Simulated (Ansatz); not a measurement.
Consider Si in the diamond structure (space group Fd-3m, No. 227).

```
Si
1.0
    0.00000     2.70105     2.70105
    2.70105     0.00000     2.70105
    2.70105     2.70105     0.00000
Si
2
Direct
  0.00000   0.00000   0.00000
  0.25000   0.25000   0.25000
```

Cartesian axes are those of the cell as printed.

Calculations: Ansatz (a quantum-chemistry and plane-wave program), LDA, PAW, cutoff 420 eV, spin-orbit coupling left out.

Strains are applied to the cell and any free atomic positions relax; under biaxial strain the out-of-plane vector relaxes too.

One change was made to it. Results:

The energy rises by 4.2 meV/atom; the valence-band top at Γ (three highest levels, from the VBM) goes from 0.00, 0.00, 0.00 eV to 0.00, -0.16, -0.16 eV; the pressure (mean of the normal stresses, compression positive) decreases by 1.77 GPa (-0.01 GPa → -1.78 GPa); the smallest direct gap decreases by 0.18 eV, from 2.53 eV to 2.35 eV.

Question: Which change produced these results?
(A) biaxial strain +2.50 %, plane normal [111], relaxed out of plane
(B) biaxial strain −2.50 %, plane normal [111], relaxed out of plane
(C) biaxial strain +1.25 %, plane normal [111], relaxed out of plane
(D) biaxial strain −1.25 %, plane normal [111], relaxed out of plane
(E) biaxial strain −0.83 %, plane normal [111], relaxed out of plane

Answer: C, biaxial strain +1.25 %, plane normal [111], relaxed out of plane. For comparison, the valence-band top at Γ in the other runs: biaxial strain −1.25 %, plane normal [111], relaxed out of plane gives 0.00, 0.00, -0.19 eV; biaxial strain +2.50 %, plane normal [111], relaxed out of plane gives 0.00, -0.29, -0.29 eV; biaxial strain −0.83 %, plane normal [111], relaxed out of plane gives 0.00, 0.00, -0.12 eV; biaxial strain −2.50 %, plane normal [111], relaxed out of plane gives 0.00, 0.00, -0.42 eV.

Stability against distortions was not tested. The zero or small gap of Si under biaxial strain +2.50 %, plane normal [111], relaxed out of plane and Si under biaxial strain −2.50 %, plane normal [111], relaxed out of plane can change with the level of theory.
